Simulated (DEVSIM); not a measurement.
System: abrupt Si n-p junction, at 300 K.

Layer 1 from the left is Si, thickness (μm) 0.280, Nd (cm⁻³) 1.8e18, τn (s) 1.1e-7, τp (s) 1.1e-7. Layer 2 from the left is Si, thickness (μm) 200, Na (cm⁻³) 4.6e15, τn (s) 1.1e-7, τp (s) 1.1e-7.

Left contact: ohmic. Right contact: ohmic. Voltage is applied to the left contact. Recombination: SRH at mid-gap, Auger. Mobility is μmin + (μ − μmin)/(1 + (N/Nref)^α).

Constants are typed, rounded textbook-type inputs, not results; the design itself was drawn at random and stands for no fabricated device. Values at 300 K.

Si: gap (eV) 1.124, affinity (eV) 4.05, permittivity 11.7, Nc (cm⁻³) 2.86e19, Nv (cm⁻³) 3.1e19, μn (cm²/Vs) 1417, μp (cm²/Vs) 470, μn,min 52, μp,min 45, Nref,n 9.7e16, Nref,p 2.2e17, αn 0.68, αp 0.72, Cn (cm⁶/s) 2.8e-31, Cp (cm⁶/s) 9.9e-32.

Question: Estimate by hand the built-in potential, the peak field at zero bias, the capacitance at 6 V, and compare with a numerical solution.

Answer: 
- Built-in potential: ni = √(Nc Nv) exp(−Eg/2kT) = 1.08e10 cm⁻³ with Eg = 1.124 eV; Vbi = kT/q ln(Na Nd/ni²) = 0.825 V; numerical 0.825 V.
- Peak field at zero bias: depletion approximation: W = √(2εVbi/(qN)) = 0.482 μm with N = 4.59e15 cm⁻³; field = 2Vbi/W = 34200 V/cm; numerical 77800 V/cm (estimate below by 56 %).
- Capacitance at 6 V: C = √(qεN / 2(Vbi + |V|)) = 7.47 nF/cm²; numerical 7.51 nF/cm².

Model (solved in DEVSIM): 1D drift-diffusion, Boltzmann statistics, complete ionisation; no tunnelling, impact ionisation, image-force lowering or self-heating.
